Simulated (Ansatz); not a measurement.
Defect migration in monoclinic ZrO2: O vacancy, neutral cell. The step: a nearby O atom hops onto the vacant site; the atom moves 2.44 Å along (-0.08, 0.46, -0.04) of the unit cell; the moving atom starts with neighbours O at 2.55, 2 O at 2.70; Zr at 2.13, 2 Zr at 2.20, Zr at 2.38 Å and ends with O at 2.55, 2 O at 2.70; Zr at 2.13, 2 Zr at 2.20, Zr at 2.38 Å. A PBE band in Ansatz (plane-wave PAW, the Γ point alone, 96 host sites, 54 SCF runs with any check of the saddle's order, static, no finite-size correction) gives a forward barrier of 1.89 eV. The program found a first-order saddle point. The charge state is imposed; whether it is stable for some Fermi level was not computed. Forms of the defect that were not tried may lie lower.

Single points at the band's start and saddle point can refine it. Rough cost of one point, in units of the band's mean SCF on the same machine:

```
Level                                             Cost of one point
------------------------------------------------  -----------------
PBE, a 2×2×2 k-point mesh shifted by half a step            about 9
r2SCAN at 500 eV, the Γ point alone                         about 3
```

Q: Which of these move the barrier by more than 0.1 eV, and how far does each move it?

A: PBE, a 2×2×2 k-point mesh shifted by half a step: +0.15 eV; r2SCAN at 500 eV, the Γ point alone: +0.30 eV. Each functional is compared with PBE at the same k-points.

Ansatz is a program for electronic structure.
